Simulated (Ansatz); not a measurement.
# Bi₂SiO₅ (model structure, Cmcm, No. 63, 16 atoms in the cell): band gap by level of theory

No measured value is used here.

| level (code) | value (eV) |
|---|---|
| LDA (Ansatz) | 2.59 |
| PBEsol+SOC (Ansatz) | 2.31 (indirect) |
| r²SCAN+SOC (Ansatz) | 2.84 (indirect) |
| HSE06 (Ansatz) | 3.94 |

Computed values are for a static lattice. Spin–orbit coupling is included only where a level's name says +SOC; with heavier elements it mostly lowers gaps and can invert bands.  PBEsol+SOC, r²SCAN+SOC: the gap is read on the k mesh or supercell of the run alone and can be too large. Values are at the PBEsol cell. Cutoffs and k meshes differ between the levels. Ansatz's density-functional and Hartree–Fock values are scalar-relativistic unless marked +SOC, with PAW data made under PBE.

A model structure was made by putting elements into a prototype or built by hand; it is no filed structure, need not be a known phase, and can be a saddle point held by its symmetry.

Ansatz is a program for electronic structure.
